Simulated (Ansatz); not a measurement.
Base system: Ag in the fcc (Cu type) structure (space group Fm-3m, No. 225; a = 4.055 Å). Axes: x, y, z lie along the cube axes.

The values are results of Ansatz (a program for electronic structure), PBEsol, PAW, cutoff 420 eV, scalar-relativistic without spin-orbit coupling, earlier PAW set, not measurements.

Before the change:

The shortest interatomic distance is 2.867 Å and the band gap comes out as zero.

The change: a free-standing slab of 2 layers (2 atoms, 1 a layer) is cut normal to [111], with 15 Å of vacuum and the in-plane cell held at bulk.

**Question.** How does this affect the excess energy per area of both faces?

**Answer.** The excess energy per area of both faces (slab less bulk energy over the cell's area: twice a surface energy) amounts to 2.03 J/m² (uncertain by up to 0.05 J/m²).

**Question.** What does the calculation give for the shortest interatomic distance after the change?

**Answer.** The shortest interatomic distance drops by 0.009 Å, from 2.867 Å to 2.858 Å.

**Question.** How does this affect the band gap?

**Answer.** The band gap remains zero.

The excess energy carries the mismatch between the slab's and the bulk's meshes. Whether these cells are dynamically stable was not tested.
